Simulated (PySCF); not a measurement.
PySCF 2.14.0, BP86/def2-tzvp, df: Al(Me)2(F) ([CH3][Al]([CH3])[F]), 10 atoms. The geometry is a generated start, not checked to be a minimum at this level.

```
Property                      Result
-------------------  ---------------
task                          energy
method                          bp86
basis                      def2-tzvp
two-electron scheme  density fitting
mol.max_memory               3000 MB
mf.max_cycle                     100
mf.conv_tol          1e-09 (default)
mf.grids.level           3 (default)
basis functions                  166
grid points                   120528
```

```xyz
10

Al    -0.4213     0.3111    -0.3794
C      1.4055     0.0479    -1.1192
H      1.7836    -0.9594    -0.9298
H      2.1340     0.7353    -0.6813
H      1.4241     0.2113    -2.2016
C     -1.0999    -0.2718     1.3954
H     -1.6696    -1.2033     1.3312
H     -1.7699     0.4703     1.8385
H     -0.2861    -0.4490     2.1026
F     -1.5004     1.1077    -1.3565
```

With the defaults (mf.DIIS = CDIIS, mf.diis = true, mf.level_shift = 0, mf.damp = 0, mf.diis_start_cycle = 1, mf.init_guess = minao, mf.diis_space = 8) it converges in 12 Fock builds. One run each on 2 threads, 1 BLAS thread, with these changes:
- mf.diis = false
- mf.diis_space = 12
- mf.DIIS = ADIIS
- mf.init_guess = huckel
- mf.diis_space = 5
- mf.diis = false, mf.damp = 0.7, mf.diis_start_cycle = 999
- mf.init_guess = 1e
- mf.level_shift = 0.1 Hartree
- mf.DIIS = EDIIS

### Question
Which of these changes keep the SCF from converging, or lead it to another solution?

### Answer
No convergence: mf.DIIS = EDIIS; mf.diis = false (the run ends without SCF convergence in 100 cycles). The rest reach the solution of the defaults.

```
setting                                                    Fock builds             end
---------------------------------------------------------  -----------  --------------
the defaults                                                        12   same solution
mf.level_shift = 0.1 Hartree                                        12   same solution
mf.diis_space = 12                                                  12   same solution
mf.diis_space = 5                                                   13   same solution
mf.init_guess = huckel                                              16   same solution
mf.DIIS = ADIIS                                                     24   same solution
mf.diis = false, mf.damp = 0.7, mf.diis_start_cycle = 999           25   same solution
mf.init_guess = 1e                                                  80   same solution
mf.DIIS = EDIIS                                                    101  no convergence
mf.diis = false                                                    101  no convergence
```
